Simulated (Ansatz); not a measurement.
An Ansatz (a first-principles code) run: Te with a change (tensor shear ε_xz = −3.55 %); r2SCAN (Ansatz), no SOC.

Input:

Ansatz 0.2 input:
```yaml
crystal:
  lattice:
    - [4.6241183375, 0, -0.164156201]
    - [-2.3120591688, 4.0046039504, 0.0820781005]
    - [-0.2095702721, 0, 5.9033879475]
  atoms:
    - { symbol: Te, position: [0.2533533744, 0, 0.3333333333] }
    - { symbol: Te, position: [0, 0.2533533744, 0.6666666667] }
    - { symbol: Te, position: [0.7466466256, 0.7466466256, 0] }
basis: { ecutwfc: 500, ecutrho_ratio: 4, xc_grid: 4, fft_grid_basis: typed }
kpoints: { mp_grid: { grid: [8, 8, 6] } }
hamiltonian:
  xc: r2scan
  dispersion: none
  pseudopotentials: { kind: paw }
scf: { occupations: { method: fermi_dirac, width: 0.05 }, convergence: { dr2_threshold: 0.0000000003 } }
relax: { f_tol: 0.005, max_steps: 50 }
output: { forces: true, stress: true }
checkpoint: { write: state.ck, write_every: 1000 }
```

Output (explanatory and most iteration lines left out):

```
Relaxation: its limit of steps is 50 (relax.max_steps)
Pseudopotential: Te, paw, valence charge 16
Crystal: 3 atoms, lattice volume = 109.180 Å³
Basis set: ecut = 500 eV, 2801 PW (Γ), exchange–correlation on 144×144×180 points (64 copies of the dense FFT grid, shifted against one another)
Bands: 29, of which v1, the nominal top of the filled ones, is band 24 counted from 1 (23 counted from 0)
Symmetry: 1 space group operations
Space group: P1 (ITA 1), of the structure as read, at distance tolerance 4.8e-5 Å
k-points: 196 of 384 (time reversal used)
Functional: x = r2scan, c = r2scan; τ floored in thin density (d = 2e-4 eV/Å³)
SCF iter   1: F=—  HF=-20984.380260 eV  |F-HF|=—  |Δ(HF+E_count)|=         —  Δρ=3.10e-3  dr2=8.30e-3  dr2_τ=3.49e-3  ethr=1.77e-3  ⟨swp⟩=7.7  Hψ=27058  notcnv=0
SCF iter   2: F=—  HF=-20984.390884 eV  |F-HF|=—  |Δ(HF+E_count)|=   1.06e-2  Δρ=1.85e-3  dr2=2.59e-3  dr2_τ=3.62e-5  ethr=1.73e-5  ⟨swp⟩=3.0  Hψ=13089  notcnv=0  defer=15
SCF 1 converged in 9 iterations: F = -20984.392103 eV  dr2 = 3.76e-11
relax step   1: F+E_penalty+E_count = -20984.39210268 eV  Δ(F+E_penalty+E_count) = +0.000e0 eV  max|allowed force component| = 5.679e-1 eV/Å  Δτ_max = 0.0000 Å  (9 SCF iters, accepted)
Crystal: 3 atoms, lattice volume = 109.180 Å³
SCF iter   1: F=—  HF=-20984.345262 eV  |F-HF|=—  |Δ(HF+E_count)|=         —  Δρ=3.08e-3  dr2=1.93e-2  dr2_τ=9.57e-2  ethr=4.05e-5  ⟨swp⟩=2.0  Hψ=22386  notcnv=0  defer=14
SCF iter   2: F=—  HF=-20984.424577 eV  |F-HF|=—  |Δ(HF+E_count)|=   7.93e-2  Δρ=1.62e-3  dr2=3.43e-3  dr2_τ=4.94e-5  ethr=4.03e-5  ⟨swp⟩=2.7  Hψ=8587  notcnv=0  defer=14
SCF 2 converged in 9 iterations: F = -20984.424775 eV  dr2 = 2.02e-10
relax step   2: F+E_penalty+E_count = -20984.42477457 eV  Δ(F+E_penalty+E_count) = -3.267e-2 eV  max|allowed force component| = 1.821e-1 eV/Å  Δτ_max = 0.0815 Å  (9 SCF iters, accepted)
Crystal: 3 atoms, lattice volume = 109.180 Å³
SCF iter   1: F=—  HF=-20984.411729 eV  |F-HF|=—  |Δ(HF+E_count)|=         —  Δρ=1.65e-3  dr2=4.97e-3  dr2_τ=2.68e-2  ethr=1.20e-4  ⟨swp⟩=4.4  Hψ=14542  notcnv=0  defer=15
SCF iter   2: F=—  HF=-20984.428535 eV  |F-HF|=—  |Δ(HF+E_count)|=   1.68e-2  Δρ=8.96e-4  dr2=7.51e-4  dr2_τ=1.04e-5  ethr=1.04e-5  ⟨swp⟩=2.0  Hψ=9983  notcnv=0  defer=14
SCF 3 converged in 9 iterations: F = -20984.428681 eV  dr2 = 4.49e-11
relax step   3: F+E_penalty+E_count = -20984.42868063 eV  Δ(F+E_penalty+E_count) = -3.906e-3 eV  max|allowed force component| = 3.264e-2 eV/Å  Δτ_max = 0.0420 Å  (9 SCF iters, accepted)
Crystal: 3 atoms, lattice volume = 109.180 Å³
SCF iter   1: F=—  HF=-20984.427891 eV  |F-HF|=—  |Δ(HF+E_count)|=         —  Δρ=4.20e-4  dr2=2.46e-4  dr2_τ=1.92e-3  ethr=7.37e-6  ⟨swp⟩=3.2  Hψ=11985  notcnv=0  defer=14
SCF iter   2: F=—  HF=-20984.429085 eV  |F-HF|=—  |Δ(HF+E_count)|=   1.19e-3  Δρ=2.42e-4  dr2=5.20e-5  dr2_τ=6.15e-7  ethr=5.13e-7  ⟨swp⟩=2.0  Hψ=9605  notcnv=0  defer=14
SCF 4 converged in 8 iterations: F = -20984.429095 eV  dr2 = 3.49e-11
relax step   4: F+E_penalty+E_count = -20984.42909549 eV  Δ(F+E_penalty+E_count) = -4.149e-4 eV  max|allowed force component| = 4.766e-3 eV/Å  Δτ_max = 0.0108 Å  (8 SCF iters, accepted)
Crystal: 3 atoms, lattice volume = 109.180 Å³
SCF iter   1: F=—  HF=-20984.429095 eV  |F-HF|=—  |Δ(HF+E_count)|=         —  Δρ=1.32e-7  dr2=3.49e-11  dr2_τ=5.26e-13  ethr=1.00e-12  ⟨swp⟩=2.1  Hψ=26717  notcnv=0  defer=14
SCF iter   2: F=-20984.429095 eV  HF=-20984.429095 eV  |F-HF|=1.09e-11  |Δ(HF+E_count)|=  3.64e-12  Δρ=6.87e-8  dr2=6.57e-12  dr2_τ=8.77e-14  ethr=1.00e-12  ⟨swp⟩=4.0  Hψ=17248  notcnv=0
SCF 5 converged in 2 iterations: F = -20984.429095 eV  dr2 = 6.57e-12
SCF converged after 2 iterations
Free energy (F): -20984.429095 eV
Internal energy: -20984.429008 eV  (E = F + TS)
E sigma→0 (E₀):  -20984.429052 eV
Entropy (-TS):   -0.000088 eV (-0.029 meV/atom)
Fermi energy:    8.006126 eV
--- Forces (eV/Å), atoms counted from 1 ---
  atom   1  Te    -0.00476650    -0.00087444    -0.00013158
  atom   2  Te     0.00302322    -0.00117830    -0.00183921
  atom   3  Te     0.00174341     0.00205215     0.00197067
--- Stress (GPa, compression-positive) ---
        0.392278       0.584203       1.615856
        0.584203       0.125803       0.257439
        1.615856       0.257439       0.258747
  P = ⅓ Tr σ = 0.2589 GPa (2.589 kbar)
--- Relaxed structure (4 steps of the walk, 4 accepted, 0 SCFs on fresh bases) ---
  atoms:
    - { symbol: Te, position: [0.25731569532186793, 0.010030120680317906, 0.3418629795735864] }
    - { symbol: Te, position: [0.005209231799765967, 0.24849584960059062, 0.6631175309385974] }
    - { symbol: Te, position: [0.7374750728783661, 0.7414740297190915, -0.0049805105121838306] }
```

Spin-orbit coupling, missing from the scalar runs, can matter with Te. The cells carry an imposed strain or load. No phonon test of stability was made. The cell was made from Te (space group P3_121, No. 152; made of chains) by this change: tensor shear ε_xz = −3.55 %. No dispersion term is included, though the crystal is made of layers, chains or molecules, so its spacings can come out too wide.
